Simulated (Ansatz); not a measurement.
**ZnS: energy against volume**

ZnS (zinc blende, F-43m, 19.564 Å³/atom and stress up to 0.01 GPa in the relaxed cell, cube axes along x, y and z) under an equal strain ε along all three axes. r2SCAN in Ansatz, a plane-wave DFT program (PAW, default set), 500 eV, 11×11×11 Γ-centred mesh, Fermi-Dirac smearing 0.05 eV; ions are relaxed, or left where forces stay under 0.02 eV/Å, within the symmetry of each cell.

Here V stands for volume and E for E less E0.

```
volume (Å³/atom)  E less E0 (meV/atom)  pressure (GPa)
----------------  --------------------  --------------
17.8556                              ?               ?
18.4136                          18.49            5.44
18.6968                          10.22            3.93
18.9830                           4.47            2.53
19.2721                           1.10            1.22
19.5641                           0.00            0.00
19.8590                           1.06           -1.14
20.1569                           4.18           -2.20
20.4577                           9.25           -3.19
20.7616                          16.18           -4.11
```

The 9 complete rows are fitted with the third-order Birch-Murnaghan form, a cubic in V^(-2/3), E against V. With u = V^(-2/3) - 0.138, the rows have u = 0.005408, 0.003956, 0.002526, 0.001117, -0.000271, -0.001637, -0.002984, -0.004311, -0.005619. Least squares gives E = 0.042 + 307.9·u + 569937·u² + 712363·u³. Residuals (row less fit): 0.002, -0.004, 0.002, 0.002, 0.000, -0.002, 0.001, 0.000, 0.000; standard error 0.002 (degrees of freedom: 5). Its minimum lies at u = -0.000270, so V0 = (0.137730)^(-3/2) = 19.56. There d²E/du² = 1139000 and d³E/du³ = 4274000, so B0 = (4/9) × 19.56^(-7/3) × 1139000 × 0.160218 = 78.6 GPa (the last factor turns the table's units into GPa), and B0' = 4 + (2/3) × 0.137730 × (4274000)/1139000 = 4.3. B0' rests on the cubic coefficient alone and has a standard error of 0.1 from these residuals.

Predict the withheld E at V = 17.8556 from the fit, and compare with the calculation.

u = 0.008381, so E = 0.042 + 307.9 × 0.008381 + 569937 × 0.008381² + 712363 × 0.008381³ = 43.075 meV/atom. The calculation gives 43.06 meV/atom, 0.015 meV/atom below the prediction (0.0 % of the range of E in the table). The row lies outside the fitted rows, so this is an extrapolation. The scatter of the fitted rows lies at the last printed digit.

Other structures, which can take over under pressure, weren't tried. The same form fitted to the pressure column gives B0' = 4.3; series where the two differ by over 0.4 aren't shown. Rows are the converged runs of the series near zero and its far end, less any whose ions stayed unrelaxed beside relaxed ones; series whose fitted rows scatter by over a few per cent of the range, as at a crossing or softening among them, aren't shown in this form.
